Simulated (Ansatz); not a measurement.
Response to strain in SrTiO3

The reference is SrTiO$_{3}$ in the cubic perovskite structure (space group Pm-3m, No. 221; a = 3.854 Å). Axes: x, y, z lie along the cube axes.

Strains are applied to the cell and any free atomic positions relax; under biaxial strain the out-of-plane vector relaxes too.

Level of theory: LDA in Ansatz (plane waves to 420 eV, PAW, no SOC).

Notes on the quantities. energy relative to the base: free energy F.

| case | smallest direct gap | ratio −ε⊥/ε∥ | energy relative to the base | shortest interatomic distance |
|---|---|---|---|---|
| base | 2.17 eV | – | 0 meV/atom | 1.927 Å |
| biaxial strain +0.60 %, plane normal [001], relaxed out of plane | 2.15 eV | – | +1.0 meV/atom | 1.921 Å |
| biaxial strain +1.20 %, plane normal [001], relaxed out of plane | 2.12 eV | 0.56 | +4.2 meV/atom | 1.914 Å |
| biaxial strain +1.80 %, plane normal [001], relaxed out of plane | 2.09 eV | 0.55 | +9.4 meV/atom | 1.908 Å |
| biaxial strain +2.40 %, plane normal [001], relaxed out of plane | 2.07 eV | 0.54 | +16 meV/atom | 1.902 Å |
| biaxial strain +3.00 %, plane normal [001], relaxed out of plane | 2.04 eV | 0.53 | +25 meV/atom | 1.897 Å |

No phonon test of stability was made. The final runs are not spin-polarised. Many cubic perovskites are stable only at high temperature; tilts and polar distortions were not tested.

Ansatz is an electronic-structure program.
